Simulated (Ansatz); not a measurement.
# A computed series for hypothetical P4_2/mnm BP: carrier doping

Consider BP (space group P4_2/mnm, No. 136; a hypothetical phase, not in the database extracts checked).

```yaml
crystal:
  lattice:
    - [5.56855, 0.00000, 0.00000]
    - [0.00000, 5.56855, 0.00000]
    - [0.00000, 0.00000, 3.20543]
  atoms:
    - { symbol: B, position: [0.32171, 0.67829, 0.00000] }
    - { symbol: B, position: [0.67829, 0.32171, 0.00000] }
    - { symbol: B, position: [0.82171, 0.82171, 0.50000] }
    - { symbol: B, position: [0.17829, 0.17829, 0.50000] }
    - { symbol: P, position: [0.31938, 0.31938, 0.00000] }
    - { symbol: P, position: [0.68062, 0.68062, 0.00000] }
    - { symbol: P, position: [0.18062, 0.81938, 0.50000] }
    - { symbol: P, position: [0.81938, 0.18062, 0.50000] }
```

Carriers are added at fixed cell with a uniform background; the Fermi–Dirac width is that of 300 K.

Calculations: Ansatz (a first-principles code) PBE, no SOC.

Notes on the quantities. Fermi level from band edge: Fermi level relative to the doped band's edge (positive inside the band; to 0.05 eV).

```tsv
hole density (10^21 cm⁻³)	Fermi level from band edge (eV)
3	0.75
5	?
7	1.10
20	1.80
```

Question: Fit E_F = C n^s, fitted as a line in log–log form (a parabolic band gives s = 2/3) to the rows shown and predict the withheld row.

Answer: Least squares on the printed values gives C = 0.45 eV, s = 0.46 (largest residual 0.01 eV); this predicts 0.95 eV, and the run gives 0.95 eV, in agreement.

Carriers are added with a uniform compensating background; total energy and stress of such cells depend on the potential's zero and are not compared; many-body gap narrowing is missing at this level. No phonon test of stability was made.
